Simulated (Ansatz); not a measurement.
## Sr under a change: Mg on a Sr site, symmetric start

Start from a 12-atom supercell of Sr in the fcc (Cu type) structure (space group Fm-3m, No. 225; a = 6.1002 Å) at its relaxed geometry.

Modification: a neutral Mg on a Sr site, symmetric start, atoms relaxed at fixed cell.

All numbers come from r2SCAN (Ansatz, a program for electronic structure), without spin-orbit coupling, earlier PAW set. k-mesh 5×4×5 (Γ-centred); smearing 0.05 eV (Fermi–Dirac).

The pressure goes from zero to -0.7 GPa and the energy gained by relaxation comes out as 0.08 eV.

Final structure:

```
CELL_PARAMETERS angstrom
      0.00000     6.10016     6.10016
      6.10016    -6.10016     6.10016
      6.10016     6.10016     0.00000
ATOMIC_POSITIONS crystal
  Mg 0.00000 0.00000 0.00000
  Sr 0.00000 0.00000 0.50000
  Sr 0.16294 0.32276 0.16294
  Sr 0.16294 0.32276 0.67413
  Sr 0.33333 0.65429 0.33333
  Sr 0.32587 0.67724 0.83706
  Sr 0.50000 0.00000 0.00000
  Sr 0.50000 0.00000 0.50000
  Sr 0.67413 0.32276 0.16294
  Sr 0.66667 0.34571 0.66667
  Sr 0.83706 0.67724 0.32587
  Sr 0.83706 0.67724 0.83706
```

The cell is small, so the values are those of an ordered compound at a high defect concentration; dilute-limit values will differ. The defect started on the symmetric site and kept its symmetry, so it may sit on a saddle. The defect cell is not spin-polarised.
